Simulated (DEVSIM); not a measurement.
**abrupt GaAs n-p junction**

System: abrupt GaAs n-p junction, at 300 K.

| layer (left to right) | material | thickness (μm) | Nd (cm⁻³) | Na (cm⁻³) | τn (s) | τp (s) |
|---|---|---|---|---|---|---|
| 1 | GaAs | 2.50 | 9.8e15 | - | 5.1e-8 | 5.1e-8 |
| 2 | GaAs | 1.70 | - | 1.5e17 | 5.1e-8 | 5.1e-8 |

Left contact: ohmic. Right contact: ohmic. Voltage is applied to the left contact. Recombination: SRH at mid-gap, radiative. Mobility is μmin + (μ − μmin)/(1 + (N/Nref)^α).

The device is made up for the run: typed textbook-type constants, with dimensions and the other settings drawn at random. Values at 300 K.

```csv
parameter,GaAs
gap (eV),1.424
affinity (eV),4.07
permittivity,12.9
Nc (cm⁻³),4.7e17
Nv (cm⁻³),9e18
μn (cm²/Vs),8500
μp (cm²/Vs),400
"μn,min",500
"μp,min",20
"Nref,n",6e16
"Nref,p",1.5e17
αn,0.39
αp,0.38
B (cm³/s),2e-10
```

Simulated with DEVSIM: 1D drift-diffusion, Boltzmann statistics, complete ionisation; no tunnelling, impact ionisation, image-force lowering or self-heating.

| Property | Result |
|---|---|
| Potential step across the device at zero bias | 1.218 V |
| Largest field in the device at zero bias | 55000 V/cm |
| Dark forward voltage at 1 A/cm² | 1.025 V |
| Dark forward voltage at 100 A/cm² | 1.150 V |

Dark forward current:

(V (V), J (A/cm²)): (-0.05, -1.4e-11); (-0.15, -1.4e-10); (-0.25, -1.1e-9); (-0.35, -7.8e-9); (-0.45, -5.9e-8); (-0.55, -4.5e-7); (-0.65, -3.9e-6); (-0.70, -1.3e-5); (-0.80, -0.00025); (-0.90, -0.0087); (-1.00, -0.39); (-1.10, -17); (-1.20, -480); (-1.30, -4600)

Dark reverse current:

| V (V) | J (A/cm²) |
|---|---|
| 0.20 | 2.0e-11 |
| 0.50 | 4.1e-11 |
| 1.00 | 7.1e-11 |
| 1.50 | 9.6e-11 |
| 2.00 | 1.2e-10 |
| 3.00 | 1.6e-10 |
| 4.00 | 1.9e-10 |
| 5.00 | 2.2e-10 |
| 6.50 | 2.6e-10 |
| 8.00 | 3.0e-10 |
| 10.00 | 3.4e-10 |
